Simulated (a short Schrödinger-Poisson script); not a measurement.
Structure: symmetric double-gate stack, HfO2 on p-type Si(100), at 400 K.

| layer | material | thickness (nm) | Na (cm⁻³) |
|---|---|---|---|
| 1 | HfO2 | 9.7 | - |
| 2 | Si | 3 | 1e16 |
| 3 | HfO2 | 9.7 | - |

Constants are typed, rounded textbook-type inputs, not results; the design itself was drawn at random and stands for no fabricated device. HfO2: permittivity 22, conduction-band edge (eV) 1.55, gap (eV) 5.7, electron mass (mₑ) 0.2. Si: permittivity 11.7, conduction-band edge (eV) 0, gap (eV) 1.124, Nv at 300 K (cm⁻³) 3.1e19.

Channel valleys (confinement mass, in-plane density-of-states mass, number): Δ2 0.916, 0.19, 2; Δ4 0.19, 0.417, 4. At the gates, both at one voltage, the conduction-band edge of layer 1 lies 1.59 eV − eVg above the Fermi level of the channel. Gaps are held at their typed values at every temperature. Mesh 0.03 nm at interfaces.

From a short Schrödinger-Poisson script (our own, NumPy): 1D Poisson equation in equilibrium, electrons classical, Fermi-Dirac, parabolic valleys, classical holes, full ionisation, no traps, pinning or gate leakage.

The same stack at other levels of the model or other numerical settings:

```json
[
 {"run": "base", "sheet density of all electrons at Vg = 0.75 V (cm⁻²)": "1.60e13", "sheet density of all electrons at Vg = 0.15 V (cm⁻²)": "3.47e12", "capacitance of both gates at Vg = 0.75 V (μF/cm²)": "3.51", "gate voltage at 1e11 electrons/cm² (V)": "-0.12", "rough cost against the base": "about 1"},
 {"run": "electrons treated as classical, Boltzmann", "sheet density of all electrons at Vg = 0.75 V (cm⁻²)": "1.65e13", "sheet density of all electrons at Vg = 0.15 V (cm⁻²)": "___", "capacitance of both gates at Vg = 0.75 V (μF/cm²)": "3.67", "gate voltage at 1e11 electrons/cm² (V)": "-0.12", "rough cost against the base": "0.3"},
 {"run": "electrons treated as quantum, Hartree", "sheet density of all electrons at Vg = 0.75 V (cm⁻²)": "1.29e13", "sheet density of all electrons at Vg = 0.15 V (cm⁻²)": "2.02e12", "capacitance of both gates at Vg = 0.75 V (μF/cm²)": "3.13", "gate voltage at 1e11 electrons/cm² (V)": "___", "rough cost against the base": "3"},
 {"run": "mesh six times as coarse", "sheet density of all electrons at Vg = 0.75 V (cm⁻²)": "1.58e13", "sheet density of all electrons at Vg = 0.15 V (cm⁻²)": "___", "capacitance of both gates at Vg = 0.75 V (μF/cm²)": "3.47", "gate voltage at 1e11 electrons/cm² (V)": "-0.12", "rough cost against the base": "0.4"}
]
```

Q: What belongs in the gaps?

A: 
- electrons treated as classical, Boltzmann, sheet density of all electrons at Vg = 0.15 V (cm⁻²): 3.53e12
- electrons treated as quantum, Hartree, gate voltage at 1e11 electrons/cm² (V): -0.05
- mesh six times as coarse, sheet density of all electrons at Vg = 0.15 V (cm⁻²): 3.41e12

The classical rows ignore confinement, and Boltzmann statistics overrate the density once the band edge passes the Fermi level.
